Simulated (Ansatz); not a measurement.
The reference is Au in the fcc (Cu type) structure (space group Fm-3m, No. 225; a = 4.0834 Å). Axes: x, y, z lie along the cube axes.

It is then changed as follows: biaxial strain −0.66 %, plane normal [111], relaxed out of plane (Cartesian); in-plane vectors clamped, the third vector and the atoms free.

Levels (all Ansatz, a quantum-chemistry and plane-wave program, PAW): PBEsol (420 eV, without spin-orbit coupling); r2SCAN (500 eV, no spin-orbit coupling).

The geometry is relaxed with PBEsol.

* **PBEsol pressure**: 0.8 GPa

Predict the pressure from r2SCAN.

The pressure goes up by 5.1 GPa, from 0.8 GPa to 5.9 GPa.

Single points use the geometry relaxed with PBEsol. Their cutoffs differ, which shifts pressures a little. Whether these cells are dynamically stable was not tested.
